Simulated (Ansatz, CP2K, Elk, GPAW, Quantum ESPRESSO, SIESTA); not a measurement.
# Ba2N (R-3m, 3 atoms in the cell) computed with different codes at matched settings

Self-consistent single point, at a second geometry (lattice scaled by 0.98). First geometry:

```
Ba2N
1.0
    2.05983     1.18924     7.81543
   -2.05983     1.18924     7.81543
    0.00000    -2.37848     7.81543
Ba N
2 1
Cartesian
  0.00000   0.00000  17.16103
  0.00000   0.00000   6.28524
  0.00000   0.00000   0.00000
```

Shared settings, as Ansatz (a first-principles code) writes them: kpoints.mp_grid.grid = 8 8 8; scf.occupations.method = fermi_dirac; scf.occupations.width = 0.0037 Ry. Potentials and cutoffs stand in the table.

```json
[
 {"code": "Quantum ESPRESSO", "model": "LDA (PZ), GBRV 1.5 ultrasoft (LDA) pseudopotentials", "ΔF from the first geometry (meV/atom)": "-49.6", "pressure (GPa)": "-2.90", "largest force (eV/Å)": "0.360", "cutoff": "40 Ry"},
 {"code": "Ansatz", "model": "LDA (PW92), PAW files made with PBE", "ΔF from the first geometry (meV/atom)": "-54.3", "pressure (GPa)": "-3.30", "largest force (eV/Å)": "0.445", "cutoff": "default"},
 {"code": "CP2K", "model": "LDA (Pade form), GPW, DZVP-MOLOPT-SR-GTH basis, GTH-PADE potentials (GTH_POTENTIALS)", "ΔF from the first geometry (meV/atom)": "-37.3", "pressure (GPa)": "-1.84", "largest force (eV/Å)": "0.126", "cutoff": "grid 500 Ry"},
 {"code": "GPAW", "model": "LDA (Perdew-Wang 92), GPAW PAW datasets LDA (gpaw-data 1.0.1)", "ΔF from the first geometry (meV/atom)": "-47.2", "pressure (GPa)": "–", "largest force (eV/Å)": "0.322", "cutoff": "900 eV"},
 {"code": "SIESTA", "model": "LDA PW92, numerical atomic orbitals DZP, PseudoDojo LDA standard norm-conserving potentials (rewritten from UPF to PSML)", "ΔF from the first geometry (meV/atom)": "43.3", "pressure (GPa)": "3.80", "largest force (eV/Å)": "0.730", "cutoff": "grid 350 Ry"},
 {"code": "Elk", "model": "LDA (PW92), all-electron FP-LAPW, Elk's shipped species files, default APW+lo basis", "ΔF from the first geometry (meV/atom)": "-53.4", "pressure (GPa)": "–", "largest force (eV/Å)": "–", "cutoff": "rgkmax 7"}
]
```

A dash marks a value that a program does not give, or that is left out as unsure.

No clean gap comes from Elk: levels at the Fermi energy touch, overlap or are partly filled at this smearing.

The spread over the programs that give each value: ΔF from the first geometry within 97.6 meV/atom; pressure within 7.10 GPa; largest force within 0.604 eV/Å.

CP2K and SIESTA use small atom-centred bases, whose incompleteness enters pressures, forces and empty levels differently from a plane-wave cutoff. Elk treats all electrons, but the usual bases taken here (sphere radii, linearisation, local orbitals, empty states) were not tested for convergence, so the values are no reference for the others. Ansatz's pressure is given at a fixed set of plane waves, as the other plane-wave codes print theirs; with its correction for the finite basis it is -3.21 GPa. The pressure of GPAW is left out: its cutoff lies under the one at which its stress was checked. The same LDA comes in different parametrisations, which differ slightly. In the pressure, CP2K (by 1.26) and SIESTA (by 6.90) lie more than 1 GPa from the median of the plane-wave programs. In the force vectors, Ansatz (by 0.084), CP2K (by 0.235) and SIESTA (by 1.090) lie more than 0.08 eV/Å from the median of the plane-wave programs.

The starting cell comes from a database of computed structures (which also holds hypothetical and non-ambient phases and stackings), without a prior relaxation at this level. Its lattice was rescaled by a random factor within 2.5 % of one. For this run, on top of that: lattice scaled by 0.98.

Left out of this page: ABINIT (with a known weakness of the program).

Keys are those of Ansatz 0.2.
